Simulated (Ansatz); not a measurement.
The reference is Pt in the fcc (Cu type) structure (space group Fm-3m, No. 225; a = 3.918 Å).

One thing is altered: Os takes the place of Pt on all its sites; the structure is relaxed again.

Levels (all Ansatz, a quantum-chemistry and plane-wave program, PAW): PBEsol (420 eV, no SOC); r2SCAN (500 eV, no SOC).

The geometry is relaxed with PBEsol.

```
Property           Value
---------------  -------
PBEsol pressure  0.0 GPa
```

**Question.** What does r2SCAN give at this geometry for the pressure?

**Answer.** The pressure goes from zero to 3.9 GPa.

Single points use the geometry relaxed with PBEsol. Their cutoffs differ, which shifts pressures a little. No phonon test of stability was made. The final runs are not spin-polarised. This is not the structure that Os has at room temperature and ambient pressure.
